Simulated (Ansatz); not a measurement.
Start from KBr in the zinc blende structure (space group F-43m, No. 216; a = 7.311 Å; a hypothetical phase, not in the database extracts checked).

Calculations: Ansatz (a quantum-chemistry and plane-wave program), PBEsol, PAW, cutoff 420 eV, no spin-orbit coupling.

For the base:

- Pressure: 0.00 GPa
- Electron mass: 0.49 mₑ (at Γ)

Now apply this change: every lattice vector is shortened by 0.70 %; the atoms relax in the strained cell.

### Question
What does the calculation give for the pressure after the change?

### Answer
The pressure goes from zero to 0.22 GPa.

### Question
Estimate the effect on the electron mass.

### Answer
The electron mass changes from 0.49 mₑ (at Γ) to 0.48 mₑ (at Γ).

The levels and masses belong to the bands next to the band gap. Effective masses come from finite differences of ±0.01 Å⁻¹. No phonon test of stability was made.
